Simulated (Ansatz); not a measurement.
Base system: Sc in the hcp (Mg type) structure (space group P6_3/mmc, No. 194; a = 3.275 Å, c = 5.105 Å; relaxed with 0.1 eV smearing). Axes: x lies along a and z along c of the hexagonal cell.

Structures relaxed with Ansatz (a quantum-chemistry and plane-wave program) PBEsol, scalar-relativistic without spin-orbit coupling.

Base:

Simulated powder pattern, Cu Kα1, λ = 1.54056 Å (kinematic, ideal powder, no thermal factors, no anomalous dispersion; the 10 strongest lines at most, above 2 %, up to 2θ = 90°):

| 2θ (°) | I/Imax (%) | hkl |
|---|---|---|
| 31.51 | 25 | (100) |
| 35.13 | 24 | (002) |
| 36.20 | 100 | (101) |
| 47.90 | 14 | (102) |
| 56.11 | 17 | (110) |
| 63.72 | 16 | (103) |
| 67.95 | 17 | (112) |
| 68.62 | 13 | (201) |
| 76.82 | 2.9 | (202) |
| 89.98 | 5.9 | (203) |

After one change:

Simulated powder pattern, Cu Kα1, λ = 1.54056 Å (kinematic, ideal powder, no thermal factors, no anomalous dispersion; the 10 strongest lines at most, above 2 %, up to 2θ = 90°):

```tsv
2θ (°)	I/Imax (%)
31.51	12
31.88	26
35.13	38
36.20	53
36.53	100
48.16	15
56.35	17
63.94	16
68.16	18
69.45	13
```

Question: Name the change that was made.
A) uniaxial strain ε_xx = −3.00 %
B) uniaxial strain ε_xx = −1.00 %
C) uniaxial strain ε_xx = −1.50 %
D) uniaxial strain ε_xx = +3.00 %

Answer: C, uniaxial strain ε_xx = −1.50 %. Its volume per atom is 23.36 Å³ against 23.71 Å³, and its space group is Cmcm (No. 63).

No phonon test of stability was made. All final runs are without spin polarisation.
